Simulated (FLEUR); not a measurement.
A self-consistent single point of YMg₃ (P6_3/mmc, 8 atoms in the cell) with FLEUR.

Method of the run: FLEUR with PBEsol, all-electron FLAPW (FLEUR), scalar-relativistic valence.

The change in words: lattice scaled by 0.98. Reference geometry:
```yaml
crystal:
  lattice:
    - [6.68493, 0.00000, 0.00000]
    - [-3.34246, 5.78932, 0.00000]
    - [0.00000, 0.00000, 5.16703]
  atoms:
    - { symbol: Y, position: [0.66667, 0.33333, 0.25000] }
    - { symbol: Y, position: [0.33333, 0.66667, 0.75000] }
    - { symbol: Mg, position: [0.16262, 0.32523, 0.25000] }
    - { symbol: Mg, position: [0.83739, 0.67477, 0.75000] }
    - { symbol: Mg, position: [0.83739, 0.16262, 0.75000] }
    - { symbol: Mg, position: [0.16262, 0.83739, 0.25000] }
    - { symbol: Mg, position: [0.67477, 0.83739, 0.25000] }
    - { symbol: Mg, position: [0.32523, 0.16262, 0.75000] }
```

Reference input (self-consistent single point, DFT, PBEsol, all-electron FLAPW (FLEUR), scalar-relativistic valence): Kmax = 3.8 1/bohr; GmaxXC = 13.3 1/bohr; xcFunctional = PBEs; jspins = 1; l_soc = F; mode = gauss; fermiSmearingEnergy = 0.00734986 Htr; mesh (inpgen div1-3) = 4 4 5; inpgen gamma flag = true; Gmax = 13.3 1/bohr; numbands = 0; maxIterBroyd = 15. This run's input differs from it in these lines:

```diff
@@ -3,6 +3,6 @@
 &input film=f /
-1.0000000000 0.0000000041 0.0000000000
--0.5000000035 0.8660254018 0.0000000000
-0.0000000000 0.0000000000 0.7729370525
-12.6326866413
+1.0000000000 0.0000000274 0.0000000000
+-0.5000000237 0.8660253901 0.0000000000
+0.0000000000 0.0000000000 0.7729369892
+12.3800329452
 1.0 1.0 1.0
@@ -50,5 +50,5 @@
          <bravaisMatrix>
-            <row-1>   12.6326866412999994     0.0000000517940152     0.0000000000000000</row-1>
-            <row-2>   -6.3163433648644025    10.9402275243453246     0.0000000000000000</row-2>
-            <row-3>    0.0000000000000000     0.0000000000000000     9.7642715776825462</row-3>
+            <row-1>   12.3800329452000000     0.0000003392129027     0.0000000000000000</row-1>
+            <row-2>   -6.1900167660067806    10.7214228608176825     0.0000000000000000</row-2>
+            <row-3>    0.0000000000000000     0.0000000000000000     9.5689853908596962</row-3>
          </bravaisMatrix>
```

Output, abridged:

```
 Iteration:     1   Distance:       2.73132844 me/bohr^3
 Iteration:     2   Distance:       2.55448516 me/bohr^3
 Iteration:     3   Distance:       1.42796824 me/bohr^3
 Iteration:     4   Distance:       0.53439977 me/bohr^3
 Iteration:     5   Distance:       0.41952904 me/bohr^3
   [... 6 lines left out ...]
 Iteration:    12   Distance:       0.00031307 me/bohr^3
 Iteration:    13   Distance:       0.00005112 me/bohr^3
 Iteration:    14   Distance:       0.00001297 me/bohr^3
 Iteration:    15   Distance:       0.00000651 me/bohr^3
 Reset of history
 Run finished successfully
 Stop message:
   Structural relaxation: new displacements generated

[file out, last iteration]
             iter=     16
[...]
          total density-effective poten   -1.2815835933E+04
          total charge density-energy d   -3.1153240210E+02
 Updated energy parameters for spin:           1
[...]
 fermi energy and band-weighting factors:

[...]
FERMIE:
          first approx. to ef    (T=0)  :   0.186842 htr   (energy of the highest occ. eigenvalue)
          number of occ. states  (T=0)  :        492
          first approx. to seigv (T=0)  : -91.015177 htr
          sum of weights of occ. states :  41.037500
          sum of semicore charge        :   0.000000 e
          fermi energy=   0.18660 har   work function=  -5.07752 ev
          number of valence electrons=  82.00000
   [... lines left out ...]
          total moment                 =     0.00000
 Direct bandgap for spin            1 :    9.5036467786183687E-003  Htr
 ---->    free energy=                     -7966.9335216838 htr
   [... lines left out ...]
      extrapolation for T->0
 ---->    total electron energy=           -7966.9335216838 htr
 ***** TOTAL FORCES ON ATOMS *****
 TOTAL FORCE FOR ATOM TYPE=  1  X= -6.190   Y=  3.574   Z=  2.392
                       FX_TOT= 0.000000 FY_TOT= 0.000000 FZ_TOT= 0.000000
 TOTAL FORCE FOR ATOM TYPE=  2  X=  0.000   Y=  3.487   Z=  2.392
                       FX_TOT= 0.000000 FY_TOT= 0.000480 FZ_TOT= 0.000000
```

The run converged in 15 iterations. FLEUR gives forces in its relaxation mode, with a further iteration, so its stop message speaks of a relaxation. Against the reference run the total energy rises by 2.7 meV/atom and the largest force goes from 0.031 to 0.025 eV/Å.

The starting cell comes from a database of computed structures (which also holds hypothetical and non-ambient phases and stackings), without a prior relaxation at this level. For this run, on top of that: lattice scaled by 0.98. Values depend on the basis (sphere radii, cutoffs, local orbitals), which need not be converged. The log's line on a gap gives a spacing of levels on this mesh, which the program prints for metals too.

Cost on one core of a shared machine: roughly 4 min.
